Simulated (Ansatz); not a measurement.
Results of BLYP in Ansatz (plane waves, PAW) for cubic perovskite CsSrF₃.

Run with plane-wave cutoff 520 eV, 8×8×8 k mesh, Fermi–Dirac smearing 0.01 eV, scalar-relativistic PAW data made under PBE.

The cell is scaled about its equilibrium volume:

```tsv
V (Å³/atom)	P (GPa)	direct gap at Γ (eV)
21.781	2.62	6.467
22.245	1.65	6.382
22.708	0.78	6.297
23.172	0.00	6.212
23.635	-0.69	6.129
24.099	-1.30	6.047
24.562	-1.85	5.966
```

The fundamental gap (6.15 eV at the equilibrium volume, with added k points) lies elsewhere than Γ–Γ.

Note: the relaxation could not lower the start's symmetry, so the cell can be a saddle point above a distorted one.

Spin–orbit coupling is not included.

Ansatz is a quantum-chemistry and plane-wave program.
